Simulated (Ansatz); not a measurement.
The reference is GaSb in the zinc blende structure (space group F-43m, No. 216).

```xyz
2
Lattice="0.0000 3.1068 3.1068 3.1068 0.0000 3.1068 3.1068 3.1068 0.0000" Properties=species:S:1:pos:R:3 pbc="T T T"
Sb     4.6601     4.6601     4.6601
Ga     0.0000     0.0000     0.0000
```

Method: DFT with PBE, PAW potentials and a 420 eV plane-wave cutoff in Ansatz (a quantum-chemistry and plane-wave program), scalar-relativistic without spin-orbit coupling.

For the base:

| Item | Value |
|---|---|
| Pressure | 0.0 GPa |

One thing is altered: every lattice vector is stretched by 0.85 %; the atoms relax in the strained cell.

Q: Estimate the effect on the energy relative to the base.

A: The energy rises by 2.6 meV/atom.

Q: What happens to the pressure?

A: The pressure goes from zero to -1.1 GPa.

Stability against distortions was not tested. All final runs are without spin polarisation.
